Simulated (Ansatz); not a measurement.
A relaxation of cell and atoms of Na3La (Fm-3m, 4 atoms in the cell) with Ansatz (a program for electronic structure).

Method of the run: PBEsol, PAW files made with PBE (plane waves; Ansatz).

```xyz
4
Lattice="0.0000 4.1811 4.1811 4.1811 0.0000 4.1811 4.1811 4.1811 0.0000" Properties=species:S:1:pos:R:3 pbc="T T T"
Na     2.0905     2.0905     2.0905
Na     6.2716     6.2716     6.2716
Na     4.1811     4.1811     4.1811
La     0.0000     0.0000     0.0000
```

Reference input (self-consistent single point, DFT, PBEsol, plane waves, PAW files made with PBE): basis.ecutwfc = 420 eV; kpoints.mp_grid.grid = 5 5 5; hamiltonian.xc = pbesol; hamiltonian.pseudopotentials = {kind: paw} (the program's default PAW files); scf.occupations.method = fermi_dirac; scf.occupations.width = 0.1 eV. This run's input differs from it in these lines:

```diff
@@ -24,2 +24,4 @@
     width: 0.1 eV
+relax:
+  cell: {}
 output:
```

Output (repeated stretches shortened):

```
   [... SCF lines of the steps left out ...]
relax step   1: F+E_penalty+E_count = -10587.75828613 eV  Δ(F+E_penalty+E_count) = +0.000e0 eV  max|allowed force component| = 4.048e-18 eV/Å  Δτ_max = 0.0000 Å  P = -0.423 GPa  Ω = 146.181 Å³  (17 SCF iters, dr2 threshold 1.00e-7 eV, accepted)
relax step   2: F+E_penalty+E_count = -10587.76210794 eV  Δ(F+E_penalty+E_count) = -3.822e-3 eV  max|allowed force component| = 1.879e-17 eV/Å  Δτ_max = 0.0000 Å  P = -0.288 GPa  Ω = 144.470 Å³  energy of the carried Pulay correction = +2.011e-5 eV  [...]
relax step   3: F+E_penalty+E_count = -10587.76517769 eV  Δ(F+E_penalty+E_count) = -3.070e-3 eV  max|allowed force component| = 1.503e-17 eV/Å  Δτ_max = 0.0000 Å  P = +0.016 GPa  Ω = 140.976 Å³  energy of the carried Pulay correction = +6.191e-5 eV  [...]
relax step   4: F+E_penalty+E_count = -10587.76511434 eV  Δ(F+E_penalty+E_count) = +6.336e-5 eV  max|allowed force component| = 1.128e-17 eV/Å  Δτ_max = 0.0000 Å  P = +0.016 GPa  Ω = 140.976 Å³  stress off target by 1.61e-2 GPa  SCF on the basis [...]
basis re-selected at this cell: Δ(F+E_penalty+E_count) = +6.336e-5 eV, ΔP = +0.000 GPa vs the last step
the relaxation is at rest under the 48 symmetry operations that the run kept from its start: a minimum is not shown …
Free energy (F): -10587.765114 eV
Internal energy: -10587.606190 eV  (E = F + TS)
E sigma→0 (E₀):  -10587.685652 eV
Entropy (-TS):   -0.158925 eV (-39.731 meV/atom)
Fermi energy:    4.186181 eV
--- Forces (eV/Å), atoms counted from 1 ---
  atom   1  Na     0.00000000    -0.00000000     0.00000000
   [... zero for the other atoms too ...]
   [... lines left out ...]
  cell:  # Å, volume = 140.9762 Å³
   [... lines left out ...]
  atoms:
    - { symbol: Na, position: [0.24999999999999997, 0.24999999999999997, 0.24999999999999997] }
    - { symbol: Na, position: [0.7500000000000001, 0.7500000000000001, 0.7500000000000001] }
    - { symbol: Na, position: [0.5000000000000001, 0.5000000000000001, 0.5000000000000001] }
    - { symbol: La, position: [5.854691731421725e-18, 5.854691731421725e-18, 5.854691731421725e-18] }
```

The run converged.  The full log also holds: “iter 4 did not close the SCF: its close was put off for the readings that it lacked (scf_convergence_deferred on its scf_iter line)”.

Summary of the result:
```
Quantity                                                                           Result
-----------------------------------------------  ----------------------------------------
Free energy E − TS (on the zero of these files)                            -10587.7651 eV
Fermi level (on the code's own zero)                                              4.19 eV
Pressure                                                                         0.02 GPa
Final cell                                       a = b = c = 5.8419 Å, α = β = γ = 60.00°
Final volume per atom                                                            35.24 Å³
Relaxation steps                                                                        4
```

The starting cell comes from a database of computed structures (which also holds hypothetical and non-ambient phases and stackings), without a prior relaxation at this level. The relaxation keeps the symmetry of its start, so its end need not be a minimum. Ansatz's pressure includes its estimate of the finite-basis (Pulay) stress.

Keys are those of Ansatz 0.2.
